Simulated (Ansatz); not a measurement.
Start from HfO₂ (space group Pca2_1, No. 29; a = 5.247 Å, b = 5.030 Å, c = 5.059 Å).

The values are results of r2SCAN, PAW, 500 eV (Ansatz, a first-principles code; no SOC), not measurements.

For the base:

- Valence-band top at Γ: 0.00, -0.06, -0.18 eV
- Shortest interatomic distance: 2.032 Å
- Band gap: 4.97 eV

Modification: a hydrostatic pressure of 4.2 GPa.

Question: Predict the new valence-band top at Γ.

Answer: The valence-band top at Γ (three highest levels, from the VBM) goes from 0.00, -0.06, -0.18 eV to 0.00, -0.05, -0.16 eV.

Question: Estimate the effect on the shortest interatomic distance.

Answer: The shortest interatomic distance drops by 0.008 Å (2.032 Å → 2.024 Å).

Question: What happens to the band gap?

Answer: The band gap increases by 0.05 eV (4.97 eV → 5.02 eV).

With Hf present, leaving out spin-orbit coupling can change the band edges. Load acts through the strain it causes; cell and atoms are relaxed under it. Whether these cells are dynamically stable was not tested. This is not the structure that HfO2 has at room temperature and ambient pressure.
